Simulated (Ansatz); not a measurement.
# A computed series for TaN: pressure series

Take TaN in the rock salt structure (space group Fm-3m, No. 225; a = 4.4161 Å) as the base.

Cell and atoms are relaxed at each pressure.

Levels (all Ansatz, a program for electronic structure, PAW, earlier PAW set): PBE (420 eV, without spin-orbit coupling); r2SCAN (500 eV, no spin-orbit coupling).

The base cell above is that of PBE; each level relaxes its own structures.

| case | shortest interatomic distance, PBE | shortest interatomic distance, r2SCAN |
|---|---|---|
| pressure −2 GPa | 2.213 Å | 2.202 Å |
| pressure −1 GPa | 2.210 Å | 2.200 Å |
| pressure 1.8 GPa | 2.204 Å | (withheld) |
| pressure 4.2 GPa | 2.199 Å | (withheld) |
| pressure 9 GPa | 2.189 Å | 2.180 Å |
| pressure 18 GPa | 2.172 Å | (withheld) |
| pressure 30 GPa | 2.152 Å | (withheld) |
| pressure 45 GPa | 2.130 Å | 2.124 Å |
| pressure 60 GPa | 2.111 Å | 2.106 Å |

Problem. Complete the table.

Solution. 
- pressure 1.8 GPa, shortest interatomic distance, r2SCAN: 2.194 Å
- pressure 4.2 GPa, shortest interatomic distance, r2SCAN: 2.189 Å
- pressure 18 GPa, shortest interatomic distance, r2SCAN: 2.164 Å
- pressure 30 GPa, shortest interatomic distance, r2SCAN: 2.145 Å

PBE lies above r2SCAN in every row, by 0.005 Å to 0.010 Å. They put the cases in the same order.

Load acts through the strain it causes; cell and atoms are relaxed under it. No phonon test of stability was made. Competing high-pressure phases were not computed. All final runs are without spin polarisation. This is not the structure that TaN has at room temperature and ambient pressure.
